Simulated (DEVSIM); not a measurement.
# abrupt Si p-n junction

Device: abrupt Si p-n junction, at 250 K.

| layer (left to right) | material | thickness (μm) | Nd (cm⁻³) | Na (cm⁻³) | τn (s) | τp (s) |
|---|---|---|---|---|---|---|
| 1 | Si | 1.70 | - | 1.8e17 | 1.6e-7 | 1.6e-7 |
| 2 | Si | 7.30 | 2.1e15 | - | 1.6e-7 | 1.6e-7 |

Left contact: ohmic. Right contact: ohmic. Voltage is applied to the left contact. Recombination: SRH at mid-gap, radiative, Auger. Mobility is constant in doping.

The device is made up for the run: typed textbook-type constants, with dimensions and the other settings drawn at random. Values at 300 K; Nc and Nv go as T^1.5, mobilities as T to minus their exponent, the gap by Varshni's rule with the affinity fixed.

```tsv
parameter	Si
gap (eV)	1.124
affinity (eV)	4.05
permittivity	11.7
Nc (cm⁻³)	2.86e19
Nv (cm⁻³)	3.1e19
μn (cm²/Vs)	1417
μp (cm²/Vs)	470
T exponent of μn	2.3
T exponent of μp	2.2
B (cm³/s)	4.7e-15
Cn (cm⁶/s)	2.8e-31
Cp (cm⁶/s)	9.9e-32
Varshni α (eV/K)	0.000473
Varshni β (K)	636
```

Model (solved in DEVSIM): 1D drift-diffusion, Boltzmann statistics, complete ionisation; no tunnelling, impact ionisation, image-force lowering or self-heating.

| Property | Value |
|---|---|
| Potential step across the device at zero bias | 0.832 V |
| Largest field in the device at zero bias | 28000 V/cm |
| Dark forward voltage at 1 A/cm² | 0.691 V |
| Dark forward voltage at 100 A/cm² | 0.823 V |

Dark forward current:

| V (V) | J (A/cm²) |
|---|---|
| 0.05 | 4.6e-10 |
| 0.15 | 6.6e-9 |
| 0.20 | 2.2e-8 |
| 0.30 | 2.7e-7 |
| 0.35 | 1.0e-6 |
| 0.45 | 2.6e-5 |
| 0.50 | 0.00020 |
| 0.60 | 0.017 |
| 0.65 | 0.16 |
| 0.75 | 11 |
| 0.80 | 55 |
| 0.90 | 530 |
| 0.95 | 1100 |
| 1.05 | 2800 |

Dark reverse current:

```tsv
V (V)	J (A/cm²)
-0.40	-9.4e-10
-1.00	-1.9e-9
-2.00	-3.0e-9
-3.00	-4.0e-9
-4.00	-4.8e-9
-6.00	-6.1e-9
-8.00	-7.3e-9
-10.00	-8.3e-9
-13.00	-9.7e-9
-16.00	-1.1e-8
-20.00	-1.2e-8
```
